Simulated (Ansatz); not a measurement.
Take GaN (space group P4_2/mnm, No. 136; a = 5.470 Å, c = 3.183 Å; a hypothetical phase, not in the database extracts checked) as the base. Axes: x, y, z lie along a, b, c of the conventional cell.

The change: strain tensor (xx, yy, zz, yz, xz, xy) = (−0.83, +1.04, +1.77, −0.87, +1.86, +1.29) %, atoms relaxed at fixed cell.

Levels (all Ansatz, a quantum-chemistry and plane-wave program, PAW): PBEsol (420 eV, scalar-relativistic without spin-orbit coupling); r2SCAN (500 eV, no spin-orbit coupling); HSE06 (420 eV, no SOC).

One geometry, relaxed with PBEsol, under each level:

```json
[
 {"level": "PBEsol", "band gap": "1.56 eV", "lowest conduction level above the VBM at special points": "Γ 1.56 eV; Y 3.77 eV; X 3.83 eV; R₂ 4.04 eV", "pressure": "-3.73 GPa"},
 {"level": "r2SCAN", "band gap": "2.01 eV", "lowest conduction level above the VBM at special points": "Γ 2.01 eV; Y 4.29 eV; X 4.35 eV; R₂ 4.62 eV", "pressure": "-4.04 GPa"},
 {"level": "HSE06", "band gap": "[?]", "lowest conduction level above the VBM at special points": "[?]", "pressure": "–"}
]
```

### Question
Give the withheld HSE06 results.

### Answer

- HSE06, band gap: 2.84 eV
- HSE06, lowest conduction level above the VBM at special points: Γ 2.84 eV; Y 5.17 eV; X 5.23 eV

Single points use the geometry relaxed with PBEsol. Their cutoffs differ, which shifts pressures a little. Whether these cells are dynamically stable was not tested. Labels are those of the standard path for the cell's own space group.
